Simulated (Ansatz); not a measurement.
The reference is a 16-atom supercell of LiCl in the rock salt structure (space group Fm-3m, No. 225; a = 5.112 Å) at its relaxed geometry.

Computed with r2SCAN, PAW, 500 eV (Ansatz, a first-principles code; no spin-orbit coupling).

For the base:

The pressure is 0.0 GPa.

It is then changed as follows: one Li atom is added in an open site, starting 1.81 Å from the nearest host atom, atoms relaxed at fixed cell, starting from a slightly rattled geometry.

Predict the new largest displacement of a host atom from its site in the perfect cell, final site of the added atom and pressure.

The largest displacement of a host atom from its site in the perfect cell amounts to 1.15 Å; the final site of the added atom amounts to 3 Cl at 2.23 Å; the pressure goes from zero to 3.8 GPa.

The magnetic state is the one reached from the starting moments; the real material's order can differ, and small cells can't hold many antiferromagnetic ones. In so small a cell the defect repeats every few ångströms: this is an ordered compound, not a dilute defect. The defect cell is spin-polarised and ends with 1.0 μB.
